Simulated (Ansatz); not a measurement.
Consider the following.

```yaml
crystal:
  lattice:
    - [0.00000, 2.26008, 2.26008]
    - [2.26008, 0.00000, 2.26008]
    - [2.26008, 2.26008, 0.00000]
  atoms:
    - { symbol: B, position: [0.00000, 0.00000, 0.00000] }
    - { symbol: P, position: [0.25000, 0.25000, 0.25000] }
```

Method: HSE06, rigid bands (plane waves, PAW, scalar-relativistic; Ansatz, a first-principles code). Geometry: cell and atoms relaxed with PBEsol.

Predict the electron conductivity mass (n e² τ/σ) at 300 K, by direction if it differs.

0.32 mₑ.

Predict the hole conductivity mass (n e² τ/σ) at 300 K, by direction if it differs.

0.37 mₑ.

And the band gap?

1.95 eV at this level.

Rigid bands, one relaxation time for all states, no polarons. Spin-orbit coupling is left out; where it splits the top of the valence band it changes the hole mass and lowers the gap by about a third of the splitting. Geometry: cell and atoms relaxed with PBEsol.
